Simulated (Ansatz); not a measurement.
Consider the following.

```
CELL_PARAMETERS angstrom
      0.00000     2.71182     2.76197
      2.71182     0.00000     2.76197
      2.71182     2.71182     0.00000
ATOMIC_POSITIONS crystal
  Si 0.25000 0.25000 0.25000
  Si 0.00000 0.00000 0.00000
```

Level of theory: r2SCAN with spin-orbit coupling, rigid bands (plane waves, PAW; Ansatz, a program for electronic structure). Condition of this run: uniaxial stress zz = -2 GPa (compression positive) (the target of the relaxation). Cell: cell and atoms relaxed with r2SCAN, then loaded as said.

Predict the hole conductivity mass (n e² τ/σ) at 300 K, by direction if it differs.

0.30 (x), 0.30 (y), 0.32 (z) mₑ.

Predict the electron conductivity mass (n e² τ/σ) at 300 K, by direction if it differs.

0.34 (x), 0.34 (y), 0.21 (z) mₑ.

And the band gap?

0.67 eV at this level; semilocal functionals usually fall short of the measured gap.

Rigid bands, one relaxation time for all states, no polarons.
